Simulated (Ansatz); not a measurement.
A periodic model of amorphous Si30N44Ti3:

```xyz
77
Lattice="9.5522 0.0000 0.0000 0.0000 9.5522 0.0000 0.0000 0.0000 9.5522" Properties=species:S:1:pos:R:3 pbc="T T T"
Si     4.6276     6.1188     8.7869
Si     0.9302     2.8582     7.1572
Si     6.3833     3.4848     8.4104
Si     9.1376     8.0246     9.1715
Si     7.3502     6.8202     3.6361
Si     1.9616     9.5266     8.4054
Si     9.2532     4.5766     9.3857
Si     2.3845     2.3312     1.9784
Si     1.4043     8.3694     1.7318
Si     9.2801     0.2274     6.6825
Si     6.8890     0.7281     0.4724
Si     0.4042     5.3043     2.8550
Si     8.3284     0.2588     3.0493
Si     8.8890     6.6138     7.2805
Si     1.4888     7.8390     5.8918
Si     3.9276     7.8080     6.3807
Si     4.2829     1.8933     9.4066
Si     6.4432     7.8823     0.9944
Si     0.9565     0.8159     3.9781
Si     5.0772     4.9192     3.7115
Si     6.5246     9.5022     5.1988
Si     4.1553     3.4498     6.5511
Si     9.1872     2.4666     2.0044
Si     0.0508     5.0111     5.2803
Si     6.0740     6.5884     6.1638
Si     2.5512     4.1416     9.1799
Si     2.8903     5.5833     1.5028
Si     3.0932     7.2323     3.2958
Si     2.4766     3.3756     4.5987
Si     4.1606     8.9084     0.8208
N      1.2635     4.4926     4.0997
N      7.0619     6.6170     1.9341
N      4.0304     2.0022     1.5738
N      3.7504     3.1882     8.3962
N      7.7215     0.8272     6.2429
N      6.0234     1.3975     4.3869
N      0.7866     1.1780     7.6935
N      3.4545     0.3962     9.1618
N      9.0907     8.3136     7.4920
N      5.7382     4.8891     9.2802
N      8.7329     5.8245     3.9559
N      5.9093     3.2760     6.7290
N      2.9287     7.5229     4.9257
N      7.7274     8.7672     0.2387
N      5.5424     8.3777     6.0587
N      4.1060     3.9746     4.7910
N      0.9653     1.8078     1.2767
N      5.0193     7.5536     0.0966
N      4.0342     5.9337     2.7165
N      6.0805     3.8874     2.7014
N      5.9855     1.8558     9.1149
N      1.5321     6.5934     2.2631
N      2.5295     8.4090     7.1932
N      2.3022     1.8951     3.6980
N      7.4957     6.0098     6.7091
N      0.6866     6.3109     6.2427
N      2.4307     3.9879     1.3938
N      0.3670     9.1342     2.8009
N      5.6790     9.4581     1.5026
N      9.0110     1.7639     3.7942
N      5.9943     6.1459     4.4923
N      7.6962     1.4729     1.8010
N      3.0337     5.8104     9.3570
N      1.0916     8.6322     0.1013
N      9.1457     3.4957     6.1312
N      4.5760     6.2771     7.0474
N      9.1345     4.3050     1.6486
N      9.1004     6.2861     9.0325
N      3.0827     8.5475     2.1323
N      1.0216     3.9426     8.4952
N      0.7212     9.3190     5.3425
N      7.4083     8.6044     3.9384
N      7.8835     3.6512     9.1722
N      2.4227     3.0475     6.2720
Ti     7.4551     2.5276     5.5418
Ti     5.6745     1.9623     2.6487
Ti     6.9583     4.7680     1.2276
```

Calculation: PBE, scalar-relativistic without spin-orbit coupling (plane waves to 420 eV, PAW; Ansatz, a quantum-chemistry and plane-wave program).

It comes from a melt-quench run on a machine-learned potential (CHGNet), relaxed afterwards by DFT. N atoms were pushed apart under 1.9 Å during the dynamics, to hinder bonds among them. The hot cell started wider than the set density and was brought back towards it in steps. It is the lowest in DFT energy of 2 quenches. It is a model cell: composition and starting density were chosen by hand, and all elements were melted together. No dispersion term was used. Its density started from a set value of 3.05 and ended at 3.05 g/cm³. Cooling (nominally 380 K/ps over its main leg) ran many orders faster than in experiment, which tends to leave more defects and strain. One small periodic cell is one sample of the glass; other quenches scatter about these values. The volume was held where the preparation left it, at a PBE pressure of 2.5 GPa. Stress components on the final sampling reach 5.4 GPa.

Neighbours within Si-Si 2.60 Å, Si-N 2.10 Å, Si-Ti 2.78 Å, N-N 1.70 Å, N-Ti 2.54 Å, Ti-Ti 3.12 Å count as bonded. Two cations that share two anions don't count as bonded, nor two that share one unless they lie closer than Si-Si 2.38 Å, Si-Ti 2.71 Å, Ti-Ti 3.04 Å.

### Question
Give the coordination numbers, mean bond lengths and angles.

### Answer

```json
{
 "Mean coordination of Si by anions": "4.00 (30 with 4)",
 "Mean coordination of N": "3.07 (2 with 2, 37 with 3, 5 with 4)",
 "Mean coordination of Ti by anions": "5.00 (3 with 5)",
 "Mean Si-N bond": "1.753 Å (spread 0.056 Å, 120 counted)",
 "Mean N-Ti bond": "2.085 Å (spread 0.178 Å, 15 counted)",
 "Bond angle at Si": "mean 109.2°, spread 12.7°",
 "Bond angle at N": "mean 115.6°, spread 18.4°",
 "Bond angle at Ti": "mean 105.1°, spread 26.2°"
}
```

### Question
Which atoms depart from the most common coordination of their element?

### Answer
N47 has 2 (Si23 1.65 Å, Si8 1.67 Å); N52 has 4 (Si12 1.81 Å, Si27 1.86 Å, Si9 1.86 Å, Si28 1.98 Å); N55 has 2 (Si14 1.62 Å, Si25 1.63 Å); N59 has 4 (Si30 1.75 Å, Si11 1.79 Å, Si18 1.82 Å, Ti76 2.35 Å); N60 has 4 (Si19 1.78 Å, Si13 1.81 Å, Si23 1.93 Å, Ti75 2.46 Å); N62 has 4 (Si11 1.72 Å, Si23 1.80 Å, Si13 1.85 Å, Ti76 2.25 Å); N67 has 4 (Si12 1.77 Å, Si7 1.84 Å, Si23 1.87 Å, Ti77 2.26 Å).

### Question
List the pairs of like atoms that count as bonded by the rules above.

### Answer
There are none by these rules.
